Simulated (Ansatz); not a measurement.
# TiAl: response to strain

The reference is TiAl (space group P4/mmm, No. 123; relaxed with 0.1 eV smearing).

```xyz
2
Lattice="2.7963 0.0000 0.0000 0.0000 2.7963 0.0000 0.0000 0.0000 4.0381" Properties=species:S:1:pos:R:3 pbc="T T T"
Ti     0.0000     0.0000     0.0000
Al     1.3981     1.3981     2.0191
```

Cartesian axes are those of the cell as printed.

Strains are applied to the cell and any free atomic positions relax.

Calculations: PBEsol, PAW, 420 eV (Ansatz, a program for electronic structure; without spin-orbit coupling).

Notes on the quantities. energy relative to the base: free energy F; pressure: mean of the normal stresses, compression positive.

```json
[
 {"case": "base", "energy relative to the base": "0 meV/atom", "volume per atom": "15.79 Å³", "pressure": "0.0 GPa"},
 {"case": "uniaxial strain ε_zz = −3.00 %", "energy relative to the base": "+7.9 meV/atom", "volume per atom": "15.31 Å³", "pressure": "3.8 GPa"},
 {"case": "uniaxial strain ε_zz = −2.00 %", "energy relative to the base": "+3.5 meV/atom", "volume per atom": "15.47 Å³", "pressure": "2.5 GPa"},
 {"case": "uniaxial strain ε_zz = −1.50 %", "energy relative to the base": "+2.0 meV/atom", "volume per atom": "15.55 Å³", "pressure": "1.9 GPa"},
 {"case": "uniaxial strain ε_zz = −1.00 %", "energy relative to the base": "+0.9 meV/atom", "volume per atom": "15.63 Å³", "pressure": "1.2 GPa"},
 {"case": "uniaxial strain ε_zz = −0.50 %", "energy relative to the base": "+0.2 meV/atom", "volume per atom": "15.71 Å³", "pressure": "0.6 GPa"},
 {"case": "uniaxial strain ε_zz = +0.50 %", "energy relative to the base": "+0.2 meV/atom", "volume per atom": "15.87 Å³", "pressure": "-0.6 GPa"},
 {"case": "uniaxial strain ε_zz = +1.00 %", "energy relative to the base": "+0.9 meV/atom", "volume per atom": "15.95 Å³", "pressure": "-1.2 GPa"},
 {"case": "uniaxial strain ε_zz = +1.50 %", "energy relative to the base": "+1.9 meV/atom", "volume per atom": "16.02 Å³", "pressure": "-1.7 GPa"},
 {"case": "uniaxial strain ε_zz = +2.50 %", "energy relative to the base": "(withheld)", "volume per atom": "16.18 Å³", "pressure": "(withheld)"}
]
```

Question: What belongs in the blanks?

Answer: 
- uniaxial strain ε_zz = +2.50 %, energy relative to the base: +5.3 meV/atom
- uniaxial strain ε_zz = +2.50 %, pressure: -2.8 GPa

Stability against distortions was not tested. All final runs are without spin polarisation.
